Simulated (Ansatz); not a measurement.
The reference is Cu2O (space group Pn-3m, No. 224; a = 4.299 Å).

Levels (all Ansatz, a first-principles code, PAW, earlier PAW set): PBE (420 eV, spin-orbit coupling left out); HSE06 (420 eV, without spin-orbit coupling).

Its gap is 0.47 eV with PBE and 1.93 eV with HSE06.

It is then changed as follows: an isotropic linear strain of −5.82 %; the atoms relax in the strained cell.

With PBE the gap becomes 0.63 eV.

If the HSE06 correction stayed the same, what would the HSE06 gap be, and what does the HSE06 run give?

A rigid correction of +1.46 eV gives 2.09 eV. The HSE06 run gives 1.82 eV, so the correction itself changes by -0.27 eV.

Single points use the geometry relaxed with PBE. No phonon test of stability was made. No Hubbard U is applied. The final runs are not spin-polarised.
